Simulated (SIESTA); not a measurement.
SIESTA 5.4.2, DFT, PBE, numerical atomic orbitals DZP, PseudoDojo PBE standard norm-conserving (rewritten from UPF to PSML): fluorite CoSi2, atoms displaced (Co4Si8), 12 atoms. Basis and mesh were picked for this test and aren't claimed converged.

```
Item                                                   Result
----------------------------  -------------------------------
cell                          7.59, 7.59, 3.79 Å; 60, 60, 60°
distance to the nearest atom                   2.23 to 2.30 Å
task                                                      scf
k mesh                                                  6×6×6
PAO.BasisSize                                             DZP
PAO.EnergyShift                                       0.01 Ry
MeshCutoff                                             300 Ry
ElectronicTemperature                                  1000 K
MaxSCFIterations                                          200
SCF.Mixer.Method                                        Pulay
SCF.Mixer.Weight                                          0.1
SCF.Mixer.History                                           6
SCF.DM.Tolerance                                       0.0001
SolutionMethod                               diagon (default)
Diag.Algorithm                   Divide-and-Conquer (default)
SCF.Mix                                 Hamiltonian (default)
SCF.H.Tolerance                            0.001 eV (default)
SCF.Mixer.Variant                            stable (default)
k-points                                                  132
basis orbitals                                            180
electrons                                                 100
real-space mesh                                      72×72×36
```

Machine A. Hardware: AMD EPYC (Zen 5), 96 cores on 1 socket, no SMT, 12 L3 cache groups.

Machine B. Machine: one whole node, Intel Xeon 6 (Granite Rapids), 96 cores on 1 socket, 2 hardware threads a core, 3 L3 cache groups, 3 NUMA nodes.

Each time is the median wall time of two to five repeats, run one at a time on the otherwise empty machine; start-up is included. Unless noted, each process is bound to its own block of adjacent cores. The build: conda-forge: Open MPI, OpenBLAS, ScaLAPACK, ELSI, no OpenMP; another build can shift the numbers. Scratch files lie in a memory file system.

On machine A:

```tsv
run	wall time on A
24 ranks, Diag.ParallelOverK = true	7.6 s
16 ranks, Diag.ParallelOverK = false	27 s
16 ranks, Diag.ParallelOverK = true	8.8 s
24 ranks, Diag.ParallelOverK = false	33 s
```

Problem. Predict the times on machine B.

Solution. 
```json
[
 {"run": "24 ranks, Diag.ParallelOverK = true", "A": "7.6 s", "B": "8.8 s", "B over A": "1.2"},
 {"run": "16 ranks, Diag.ParallelOverK = false", "A": "27 s", "B": "34 s", "B over A": "1.3"},
 {"run": "16 ranks, Diag.ParallelOverK = true", "A": "8.8 s", "B": "11 s", "B over A": "1.2"},
 {"run": "24 ranks, Diag.ParallelOverK = false", "A": "33 s", "B": "38 s", "B over A": "1.1"}
]
```

B takes 1.1 to 1.3 times the time of A. The shortest run is 24 ranks, Diag.ParallelOverK = true on both.
